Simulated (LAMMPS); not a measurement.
MD of CdTe (zinc blende) at zero pressure, 216 atoms, as a liquid; each row is its own run.

Method: classical MD, pair style bop, file CdZnTe_v2.bop.table (LAMMPS).

```
T (K)  volume (Å³/atom)
-----  ----------------
1080             34.180
1220             34.491
1890             41.245
```

Q: Fit a straight line, y = a + b x, to these rows (x is the first column, y the second) and predict the run at x = 1350.

A: Least squares gives a = 23.858 and b = 0.009151. At x = 1350 the fit predicts 36.212 Å³/atom. The run itself gave 35.3 ± 0.3 Å³/atom, so the fit is 2.6 % high.

Caution: a run this short can hold a crystal over, or a liquid under, the potential's own melting point, which these runs don't give.

Caution: the real compound melts congruently only under the pressure of its own vapour and loses its more volatile element when open.
